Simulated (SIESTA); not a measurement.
SIESTA is run on Ca6Sn2NO (Fm-3m, 10 atoms in the cell), and the run fails. The aim is a self-consistent single point with DFT, GGA PBEsol, numerical atomic orbitals DZP, PseudoDojo PBEsol standard norm-conserving potentials (rewritten from UPF to PSML).

Cell that was meant: a = 6.9005 Å, b = 6.9005 Å, c = 6.9005 Å, α = 60.00°, β = 60.00°, γ = 60.00°.

Part of the input:

```
OccupationMPOrder            0
ElectronicTemperature        100.0 meV

MaxSCFIterations             2
SCF.Mixer.Method             Pulay
SCF.Mixer.Weight             0.2
SCF.Mixer.History            8
```

Output (repeated stretches shortened):

```
        iscf     Eharris(eV)        E_KS(eV)     FreeEng(eV)     dDmax    Ef(eV) dHmax(eV)
   scf:    1   -11242.357100   -11302.639796   -11302.670446  2.193365 -4.715684 19.987914
   scf:    2   -11320.913784   -11313.777501   -11313.801064  0.346009 -4.848152  6.281884
SCF_NOT_CONV: SCF did not converge in maximum number of steps (required).
SCF_NOT_CONV: SCF did not converge in maximum number of steps (required).
Geom step, scf iteration, dDmax, dHmax:    0     2      0.346009     0.461710
Geom step, scf iteration, dDmax, dHmax:    0     2      0.346009     0.461710

ABNORMAL_TERMINATION
ABNORMAL_TERMINATION
Stopping Program from Node:    0
Stopping Program from Node:    0
```

Q: Find the mistake and give the fix.

A: The fault is an iteration limit that is too low. The loop is cut before its threshold is met, so whatever is printed at the end is not self-consistent. To fix it, raise the limit, or leave it to the default. The run ended unconverged after 2 iterations.

An input that runs soundly differs in these lines (not the only fix; some lines may just follow from the change or write a value another way):
```diff
-MaxSCFIterations             2
+MaxSCFIterations             150
```

With that input, the run converged in 15 iterations: free energy E − TS -11315.6059 eV; Fermi level (on the code's own zero) -4.78 eV; pressure 6.31 GPa; largest force (vector length) 0.223 eV/Å (DFT, GGA PBEsol, numerical atomic orbitals DZP, PseudoDojo PBEsol standard norm-conserving potentials (rewritten from UPF to PSML)).

On the sound input: the starting cell comes from a database of computed structures (which also holds hypothetical and non-ambient phases and stackings), without a prior relaxation at this level. Values carry the incompleteness of an atom-centred basis. With a pressure of about 6 GPa the cell is away from its equilibrium volume at this level.
